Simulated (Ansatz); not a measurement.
**rock-salt HfN (0 0 1) on zinc-blende InSb (0 0 1) (film strained to the substrate, started from cuts of the bulks and a machine-learned relaxation; slabs In4Sb4 and Hf8N8, which can lie off the formulas)**

A periodic stack without vacuum, rock-salt HfN (0 0 1) on zinc-blende InSb (0 0 1) (film strained to the substrate, started from cuts of the bulks and a machine-learned relaxation; slabs In4Sb4 and Hf8N8, which can lie off the formulas): substrate slab In4Sb4, film Hf8N8, surface cells [[1, 0], [1, 1]] and [[0, -1], [2, 1]], film strained by +3.2 and +3.2 %, outermost planes Sb/In and HfN/HfN as cut, which need not be the usual terminations and can put a slab off its formula.

The start was prepared with a machine-learned potential, and the result is one local minimum, with the in-plane cell held and forces under 0.04 eV/Å; the film can end far from its bulk form.

Calculation: PBE (plane waves to 420 eV, PAW; Ansatz, an electronic-structure program). Spin–orbit coupling is left out; the runs are not spin-polarised. Its k-point mesh 7×7×1, Fermi–Dirac width 0.05 eV.

interface area: 22.0 Å²
period: 22.68 Å
heights between the nearest atoms of the two slabs at the two interfaces: 2.71 and 2.55 Å
Hf–In contacts across the interfaces within 1.22 times the sum of covalent radii: 3, mean 3.52 Å
Hf–Sb contacts across the interfaces within 1.22 times the sum of covalent radii: 3, mean 3.18 Å
slope of the mean potential energy in the substrate: -4.3 MV/cm × e

```xyz
24
Lattice="4.6887 0.0018 0.2107 0.0019 4.6927 -0.0822 1.0570 1.5435 22.7294" Properties=species:S:1:pos:R:3 pbc="T T T"
In    -0.0500     4.7603     6.2540
In     2.3422     2.5989     3.0773
In     1.2674     4.9255    11.9668
In     2.0032     2.5108     9.7275
Sb    -0.0656     2.3901     4.6546
Sb     2.6947     4.8758     1.4014
Sb    -0.4550     2.5792    11.4463
Sb     2.2085     4.8254     8.0462
Hf     4.5481     4.9926    17.0970
Hf     2.2040     2.6298    17.0384
Hf     2.3411     4.9406    14.7808
Hf     4.6414     2.6007    14.8687
Hf     4.3412     5.0403    21.5881
Hf     1.9704     2.6913    21.5593
Hf     2.0879     5.0029    19.2043
Hf     4.4370     2.6860    19.3436
N      2.2013     4.9857    16.9188
N      4.5512     2.6309    17.0364
N      4.6095     4.9410    14.8784
N      2.3002     2.6047    14.8215
N      1.9468     4.9793    21.3991
N      4.3799     2.8298    21.4944
N      4.4288     5.0363    19.4129
N      2.0914     2.6656    19.3856
```
